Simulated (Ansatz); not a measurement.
The starting structures come from a database of crystals and need not be the phases stable at ambient conditions.

 Where the default PAW files enter, the runs use the earlier of Ansatz's two default sets.

Inside the gap of an insulator the Bloch states are evanescent, with a wavenumber k + iκ along the transport direction.

Data:

```
CELL_PARAMETERS angstrom
      4.55655     0.00000     0.00000
     -2.27828     3.94609     0.00000
      0.00000     0.00000     6.96987
ATOMIC_POSITIONS crystal
  Ba 0.00000 0.00000 0.50000
  Mg 0.66667 0.33333 0.88804
  Mg 0.33333 0.66667 0.11196
  Fe 0.00000 0.00000 0.00000
  H  0.84058 0.15942 0.13642
  H  0.15942 0.84058 0.86358
  H  0.84058 0.68116 0.13642
  H  0.15942 0.31884 0.86358
  H  0.31884 0.15942 0.13642
  H  0.68116 0.84058 0.86358
  H  0.66667 0.33333 0.60920
  H  0.33333 0.66667 0.39080
```

Space group of this cell: P-3m1. The cell is taken as given; by r2SCAN its mean pressure is -1.5 GPa.

Transport runs along the normal of the first two printed cell vectors, the (001) plane of the conventional cell.

The gap is the functional's own, uncorrected, and κ follows it; spin-orbit coupling is left out. Mid-gap values are interpolated between the computed energies.

Task: Predict the band gap and the smallest decay constant κ at mid-gap from r2SCAN (Ansatz, an electronic-structure program).

Result: Gap 1.92 eV on a 12×12×6 mesh; κ = 0.435 1/Å, at (0.500, 0.000) of the in-plane reciprocal vectors. At the zone centre, at the nearest computed energy, the slowest state has κ = 0.52 1/Å.
